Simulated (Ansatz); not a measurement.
Ag, response to strain

Base system: Ag in the fcc (Cu type) structure (space group Fm-3m, No. 225; a = 4.148 Å; relaxed with 0.1 eV smearing).

Strains are applied to the cell and any free atomic positions relax.

Method: PBE, PAW, 420 eV (Ansatz, a first-principles code; no spin-orbit coupling).

Candidates:
(a) isotropic strain +1.50 %
(b) isotropic strain −1.50 %
(c) isotropic strain −2.00 %
(d) isotropic strain −0.50 %
(e) isotropic strain +2.00 %

Notes on the quantities. energy relative to the base: free energy F.

**Question.** Order them by energy relative to the base, highest first.

**Answer.** (c) isotropic strain −2.00 % (+20 meV/atom), (e) isotropic strain +2.00 % (+17 meV/atom), (b) isotropic strain −1.50 % (+11 meV/atom), (a) isotropic strain +1.50 % (+9.5 meV/atom), (d) isotropic strain −0.50 % (+1.2 meV/atom)

Stability against distortions was not tested.
